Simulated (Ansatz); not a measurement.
Where the default PAW files enter, the runs use the earlier of Ansatz's two default sets.

Inside the gap of an insulator the Bloch states are evanescent, with a wavenumber k + iκ along the transport direction.

Consider the following.

```
CaO
1.0
    3.39914     0.00000     0.00000
   -1.69957     2.94374     0.00000
    1.69957     0.98125     2.77539
Ca O
1 1
Direct
  0.00000   0.00000   0.00000
  0.00000   0.50000   0.50000
```

Space group of this cell: Fm-3m, rock salt. The cell is taken as given; by r2SCAN its mean pressure is -0.8 GPa.

Transport runs along the normal of the first two printed cell vectors, the (111) plane of the conventional cell.

The gap is the functional's own, uncorrected, and κ follows it; spin-orbit coupling is left out. Mid-gap values are interpolated between the computed energies.

Question: Give the band gap and the smallest decay constant κ at mid-gap that r2SCAN run with Ansatz (an electronic-structure program) yields.

Answer: Gap 4.20 eV on a 12×12×12 mesh; κ = 0.386 1/Å, at the zone centre.
